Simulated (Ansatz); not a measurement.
Base system: TiO₂ in the anatase structure (space group I4_1/amd, No. 141; a = 3.799 Å, c = 9.701 Å). Axes: x, y, z lie along a, b, c of the conventional cell.

The values are results of PBE (Ansatz, an electronic-structure program, PAW, no spin-orbit coupling), not measurements.

The change: an isotropic linear strain of +3.00 %, atoms relaxed at fixed cell.

Problem. Predict the stress tensor and what it implies for the stiffness.

Solution. Stress of the strained cell less that of the base (GPa, compression positive):
```
 -14.39    0.00    0.00
   0.00  -14.39    0.00
   0.00    0.00  -12.06
```

Then B = −ΔP/(ΔV/V₀) with ΔV/V₀ = 0.0927 gives secant stiffness values (nonlinear terms included at this strain): B (at held cell shape, above the free-shape value) ≈ 147 GPa.

As a check, the harmonic strain energy −½ V₀ Δσ:ε is 45 meV/atom; the computed energy rise is 50 meV/atom.

No phonon test of stability was made. All final runs are without spin polarisation.
